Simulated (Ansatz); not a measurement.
The starting structures come from a database of crystals and need not be the phases stable at ambient conditions.

 Where the default PAW files enter, the runs use the earlier of Ansatz's two default sets.

Inside the gap of an insulator the Bloch states are evanescent, with a wavenumber k + iκ along the transport direction.

Consider the following.

```
Ag2V4O11
1.0
    3.55807     0.00000     0.00000
    1.77903     7.61302     0.00000
    1.77903    -1.93830     7.50344
V Ag O
4 2 11
Cartesian
  5.33711   5.32580   4.33624
  1.77903   0.34892   3.16720
  5.33711   6.22696   1.12477
  1.77903  -0.55223   6.37867
  3.55807   2.34425   5.41898
  3.55807   3.33048   2.08446
  5.33710   3.90248   5.16612
  1.77904   1.77224   2.33732
  5.33711   4.78904   2.67423
  1.77903   0.88568   4.82921
  1.77904   4.97387   0.10205
  5.33711   0.70085   7.40139
  0.00000   0.00000   0.00000
  3.55807   6.50948   1.63725
  3.55807  -0.83476   5.86619
  3.55807  -0.20050   3.07491
  3.55807   5.87522   4.42853
```

Space group of this cell: C2/m. The cell is taken as given; by r2SCAN its mean pressure is -2.2 GPa.

Transport runs along the normal of the first two printed cell vectors.

The gap is the functional's own. No spin-orbit coupling. Mid-gap values are interpolated on the energy grid.

Problem. Compute, with r2SCAN (Ansatz, a quantum-chemistry and plane-wave program), the band gap and the smallest decay constant κ at mid-gap.

Solution. Gap 0.77 eV on a 10×10×10 mesh; κ = 0.404 1/Å, at the zone centre.
